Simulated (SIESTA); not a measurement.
# A self-consistent single point of K2CuH4 (I4/mmm, 7 atoms in the cell) with SIESTA

Computed with LDA PW92, numerical atomic orbitals DZP, PseudoDojo LDA standard norm-conserving potentials (rewritten from UPF to PSML) run with SIESTA.

Input as run:

```
# files in the folder: K.psml Cu.psml H.psml (PseudoDojo LDA standard)
SystemName  K2CuH4
SystemLabel K2CuH4

NumberOfAtoms                7
NumberOfSpecies              3
%block ChemicalSpeciesLabel
  1 19 K
  2 29 Cu
  3 1 H
%endblock ChemicalSpeciesLabel
LatticeConstant              7.136341 Ang
%block LatticeVectors
    -0.272047678    0.272047678    0.923027641
     0.272047678   -0.272047678    0.923027641
     0.272047678    0.272047678   -0.923027641
%endblock LatticeVectors
AtomicCoordinatesFormat      ScaledCartesian
%block AtomicCoordinatesAndAtomicSpecies
    -0.000000000    0.000000000    0.668068946  1
     0.000000000   -0.000000000    1.177986336  1
     0.000000000    0.000000000    0.000000000  2
     0.000000000   -0.000000000    0.233101401  3
     0.000000000   -0.000000000    1.612953882  3
     0.272047678    0.000000000    0.000000000  3
     0.000000000    0.272047678    0.000000000  3
%endblock AtomicCoordinatesAndAtomicSpecies

XC.functional                LDA
XC.authors                   PW92
PAO.BasisSize                DZP
PAO.EnergyShift              0.01 Ry
MeshCutoff                   400 Ry
%block kgrid.MonkhorstPack
   11   0   0  0.0
    0  11   0  0.0
    0   0  11  0.0
%endblock kgrid.MonkhorstPack
OccupationFunction           MP
OccupationMPOrder            1
ElectronicTemperature        100.0 meV

MaxSCFIterations             150
SCF.Mixer.Method             Broyden
SCF.Mixer.Weight             0.25
SCF.Mixer.History            6
SCF.DM.Tolerance             1.0E-04
Diag.ParallelOverK           true
WriteForces                  true
Charge.Mulliken              end
```

The program printed (abridged):

```
reinit: Reading from file input.fdf

reinit: System Name: K2CuH4
reinit: System Label: K2CuH4

coor:   Atomic-coordinates input format  =     Cartesian coordinates
coor:                                          (in units of alat)

siesta: Atomic coordinates (Bohr) and species
siesta:     -0.00000   0.00000   9.00940  1        1
siesta:      0.00000  -0.00000  15.88601  1        2
siesta:      0.00000   0.00000   0.00000  2        3
siesta:      0.00000  -0.00000   3.14354  3        4
siesta:      0.00000  -0.00000  21.75186  3        5
siesta:      3.66876   0.00000   0.00000  3        6
siesta:      0.00000   3.66876   0.00000  3        7

siesta: System type = bulk

initatomlists: Number of atoms, orbitals, and projectors:      7    57    74

siesta: ******************** Simulation parameters ****************************
redata: Spin configuration                          = none
redata: Time-Reversal Symmetry                      = T
redata: Number of Atomic Species                    =        3
redata: Mesh Cutoff                                 =   400.0000 Ry
redata: Net charge of the system                    =     0.0000 |e|
redata: Min. number of SCF Iter                     =        0
redata: Max. number of SCF Iter                     =      150
redata: SCF convergence failure will abort job
redata: SCF mix quantity                            = Hamiltonian
redata: Mix DM or H after convergence               =   F
redata: Recompute H after scf cycle                 =   F
redata: Mix DM in first SCF step                    =   T
redata: No kicks to SCF
redata: DM Mixing Weight for Kicks                  =     0.5000
redata: Require Harris convergence for SCF          =   F
redata: Harris energy tolerance for SCF             =     0.000100 eV
redata: Require DM convergence for SCF              =   T
redata: DM tolerance for SCF                        =     0.000100
   [... lines left out ...]
diag: Used triangular part                          = Lower
diag: Absolute tolerance                            =  0.100E-15
diag: Orthogonalization factor                      =  0.100E-05
diag: Memory factor                                 =  1.0000

superc: Internal auxiliary supercell:     7 x     7 x     9  =     441
superc: Number of atoms, orbitals, and projectors:   3087  25137  32634

                        Single-point calculation

superc: Internal auxiliary supercell:     7 x     7 x     9  =     441
superc: Number of atoms, orbitals, and projectors:   3087  25137  32634

outcell: Unit cell vectors (Ang):
       -1.941425    1.941425    6.587040
        1.941425   -1.941425    6.587040
        1.941425    1.941425   -6.587040

outcell: Cell vector modules (Ang)   :    7.136341    7.136341    7.136341
outcell: Cell angles (23,13,12) (deg):    148.4277    148.4277     45.2544
outcell: Cell volume (Ang**3)        :     99.3097
new_DM -- step:     1
Initializing Density Matrix...

Attempting to read DM from file... Failed...
DM filled with atomic data:

InitMesh: MESH = 80 x 80 x 64 = 409600
InitMesh: Mesh cutoff (required, used) =   400.000   501.521 Ry

stepf: Methfessel-Paxton step function
       Using Hermite-Gauss polynomials of order  1
        iscf     Eharris(eV)        E_KS(eV)     FreeEng(eV)     dDmax    Ef(eV) dHmax(eV)
   scf:    1    -6095.536126    -6601.102189    -6601.102733  1.475435 -0.174794114.740588
   scf:    2    -6681.394803    -6817.423617    -6817.423872  1.705218 -8.026401 47.137162
   scf:    3    -6844.135396    -6831.644319    -6831.644921  0.343114 -6.667341 29.872908
   scf:    4    -6762.643642    -6822.510167    -6822.512758  0.911952 -2.682778 34.894838
   scf:    5    -6826.140025    -6840.609426    -6840.609063  0.625367 -5.189203 14.410569
   scf:    6    -6843.756052    -6842.310482    -6842.309975  0.099990 -4.906386  9.270376
   [... 4 lines left out ...]
   scf:   11    -6843.621289    -6843.621583    -6843.622560  0.005449 -4.366221  0.070541
   scf:   12    -6843.621678    -6843.621653    -6843.622643  0.000741 -4.370451  0.012261
   scf:   13    -6843.621651    -6843.621653    -6843.622646  0.000191 -4.371375  0.001843
   scf:   14    -6843.621653    -6843.621653    -6843.622646  0.000069 -4.371453  0.001164
   scf:   15    -6843.621653    -6843.621653    -6843.622646  0.000045 -4.371498  0.000724
SCF Convergence by DM+H criterion
max |DM_out - DM_in|         :     0.0000447269
max |H_out - H_in|      (eV) :     0.0007236585
SCF cycle converged after 15 iterations

Using DM_out to compute the final energy and forces

siesta: E_KS(eV) =            -6843.6217

siesta: E_KS - E_eggbox =     -6843.6217

siesta: Atomic forces (eV/Ang):
     1   -0.000001   -0.000001    0.172057
     2    0.000001    0.000001   -0.172057
     3   -0.000000   -0.000000    0.000000
     4    0.000007    0.000007   -0.196841
     5   -0.000007   -0.000007    0.196841
     6   -0.000000   -0.000000   -0.000000
     7   -0.000000   -0.000000    0.000000
   Tot   -0.000000   -0.000000   -0.000000
   Max    0.196841
   Res    0.080682    sqrt( Sum f_i^2 / 3N )
   Max    0.196841    constrained

Stress tensor Voigt[x,y,z,yz,xz,xy] (kbar):       40.04       40.04       31.59       -0.01       -0.01        0.03
(Free)E + p*V (eV/cell)    -6845.9299
Target enthalpy (eV/cell)    -6843.6226

siesta: Program's energy decomposition (eV):
siesta: Ebs     =     -1178.866802
siesta: Eions   =      9588.940935
siesta: Ena     =      1396.319012
siesta: Ekin    =      2968.093726
siesta: Enl     =      -686.841621
siesta: Eso     =         0.000000
siesta: Edftu   =         0.000000
siesta: DEna    =        62.267307
siesta: DUscf   =         4.988096
siesta: DUext   =         0.000000
siesta: Ex      =      -913.527117
siesta: Ec      =       -85.980121
siesta: Exc     =      -999.507239
siesta: Eharris =     -6843.621653
siesta: Etot    =     -6843.621653
siesta: FreeEng =     -6843.622646

siesta: Atomic forces (eV/Ang):
siesta:      1   -0.000001   -0.000001    0.172057
siesta:      2    0.000001    0.000001   -0.172057
siesta:      3   -0.000000   -0.000000    0.000000
siesta:      4    0.000007    0.000007   -0.196841
siesta:      5   -0.000007   -0.000007    0.196841
siesta:      6   -0.000000   -0.000000   -0.000000
siesta:      7   -0.000000   -0.000000    0.000000
siesta: ----------------------------------------
siesta:    Tot   -0.000000   -0.000000   -0.000000

siesta: Stress tensor (static) (eV/Ang**3):
   [... lines left out ...]
siesta: Cell volume =         99.309667 Ang**3
siesta:         -37.22288854        -44.27954096  kBar
   [... lines left out ...]

mulliken: Atomic and Orbital Populations:

Species: K
Atom  Qatom  Qorb
               3s      4s      4s      3py     3pz     3px     4py     4pz
               4px
   1  8.347   1.930  -0.011   0.175   1.981   1.968   1.981   0.098   0.125
              0.098
   2  8.347   1.930  -0.011   0.175   1.981   1.968   1.981   0.098   0.125
              0.098

Species: Cu
Atom  Qatom  Qorb
               3s      4s      4s      3py     3pz     3px     4py     4pz
               4px     3dxy    3dyz    3dz2    3dxz    3dx2-y2 3dxy    3dyz
               3dz2    3dxz    3dx2-y2
   3 18.549   1.975   0.276   0.006   2.004   1.990   2.004   0.312   0.281
              0.312   1.794   1.758   1.577   1.758   1.637   0.154   0.176

              0.172   0.176   0.187

Species: H
Atom  Qatom  Qorb
               1s      1s      2Ppy    2Ppz    2Ppx
   4  1.457   1.393  -0.030   0.029   0.037   0.029
   5  1.457   1.393  -0.030   0.029   0.037   0.029
   6  1.421   1.396  -0.083   0.033   0.027   0.049
   7  1.421   1.396  -0.083   0.049   0.027   0.033

mulliken: Qtot =       41.000

Mulliken Atomic Populations:
Atom #   charge [q] valence [e]  Species
     1     0.653118    8.346882  K
     2     0.653118    8.346882  K
     3     0.450606   18.549394  Cu
     4    -0.457177    1.457177  H
     5    -0.457177    1.457177  H
     6    -0.421243    1.421243  H
     7    -0.421243    1.421243  H
 Total    -0.000000
```

The run converged in 15 iterations.

The starting cell comes from a database of computed structures (which also holds hypothetical and non-ambient phases and stackings), without a prior relaxation at this level. Spin polarisation is off. Values carry the incompleteness of an atom-centred basis. With a pressure of about -4 GPa the cell is away from its equilibrium volume at this level.

Cost on one core of a shared machine: roughly 2 min.
